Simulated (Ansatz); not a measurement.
The parent structure is WC (space group P-6m2, No. 187; a = 2.899 Å, c = 2.827 Å; relaxed with 0.1 eV smearing).

All numbers come from PBEsol, PAW, 420 eV (Ansatz, a first-principles code; scalar-relativistic without spin-orbit coupling).

For the base:

```
Quantity    Value
--------  -------
Pressure  0.0 GPa
Band gap     zero
```

Perturbation: an isotropic linear strain of −2.50 %, atoms relaxed at fixed cell.

### Question
Predict the new energy relative to the base.

### Answer
The energy goes up by 80 meV/atom.

### Question
How does this affect the pressure?

### Answer
The pressure (mean of the normal stresses, compression positive) goes from zero to 36.5 GPa.

### Question
How does this affect the band gap?

### Answer
The band gap is still zero.

No phonon test of stability was made. All final runs are without spin polarisation.
